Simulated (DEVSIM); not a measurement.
System: Schottky contact on n-type Si, at 300 K.

Layer 1 from the left is Si, thickness (μm) 1.60, Nd (cm⁻³) 2.7e17, τn (s) 1.2e-7, τp (s) 1.2e-7. Layer 2 from the left is Si, thickness (μm) 2.70, Nd (cm⁻³) 2.6e18, τn (s) 1.2e-7, τp (s) 1.2e-7.

Left contact: Schottky, work function 4.81 eV, emission velocity 1.1e7 cm/s. Right contact: ohmic. Voltage is applied to the left contact. Recombination: SRH at mid-gap, radiative, Auger. Mobility is μmin + (μ − μmin)/(1 + (N/Nref)^α).

The device is made up for the run: typed textbook-type constants, with dimensions and the other settings drawn at random. Values at 300 K.

Si: gap (eV) 1.124, affinity (eV) 4.05, permittivity 11.7, Nc (cm⁻³) 2.86e19, Nv (cm⁻³) 3.1e19, μn (cm²/Vs) 1417, μp (cm²/Vs) 470, μn,min 52, μp,min 45, Nref,n 9.7e16, Nref,p 2.2e17, αn 0.68, αp 0.72, B (cm³/s) 4.7e-15, Cn (cm⁶/s) 2.8e-31, Cp (cm⁶/s) 9.9e-32.

Simulated with DEVSIM: 1D drift-diffusion, Boltzmann statistics, complete ionisation; no tunnelling, impact ionisation, image-force lowering or self-heating. Metal contacts follow the ideal Schottky-Mott rule: no Fermi-level pinning, no interface dipoles.

Question: What does the simulation give for the dark forward voltage at 1 A/cm², the potential step across the device at zero bias, the dark forward voltage at 100 A/cm²?

Answer: dark forward voltage at 1 A/cm² 0.305 V; potential step across the device at zero bias 0.698 V; dark forward voltage at 100 A/cm² 0.427 V.
